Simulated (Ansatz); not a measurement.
Functionals compared on H2O on the 1x1 (101) surface of anatase TiO2 (cut with top plane O), one in a 2x1 cell, started at the site 'over Ti at depth 1.4 Å', in Ansatz (plane waves, PAW). The structure was relaxed with PBE; the other rows are single points on it, each with its references at the same level. Cutoff 420 eV (500 eV for r2SCAN). HSE06 used the coarser mesh 2x3x1.

Host crystal: anatase TiO2, with a band gap (PBE, scalar-relativistic without spin-orbit coupling).

Set-up: 39 atoms, 9.4 Å thick at the start under the adsorbate (thin: gaps and levels are the slab's own); mesh 3x4x1; 0.01 eV smearing; dipole correction on; 14 atoms held, the rest relaxed; no symmetry held; no spin, no spin-orbit, no U, no dispersion correction. At the end it is bonded to Ti. In PBE it is, or lies within 0.03 eV of, the lowest of the starts that converged. These notes are the PBE run's. Adsorption energies are against H2O(g). A negative adsorption energy means that the adsorbate is more stable on the surface than in its reference.

A dash marks a value that is undefined for that row or was read on another mesh.

```
functional  adsorption energy (eV)  gap of the slab on its k-mesh (eV)  highest filled level below the top vacuum level (eV)           rough cost of the single point
----------  ----------------------  ----------------------------------  ----------------------------------------------------  ---------------------------------------
PBE                          -0.61                                2.50                                                  6.85                                        –
RPBE                           ___                                 ___                                                   ___  about 2.9 core-minutes (a rough figure)
r2SCAN                       -0.82                                2.86                                                  7.18            around 5 core-minutes (rough)
HSE06                        -0.65                                   –                                                     –          around 100 core-minutes (rough)
```

Q: Fill in the missing entries.

A: 
- RPBE, adsorption energy (eV): -0.38
- RPBE, gap of the slab on its k-mesh (eV): 2.54
- RPBE, highest filled level below the top vacuum level (eV): 6.73

Ansatz is a program for electronic structure.
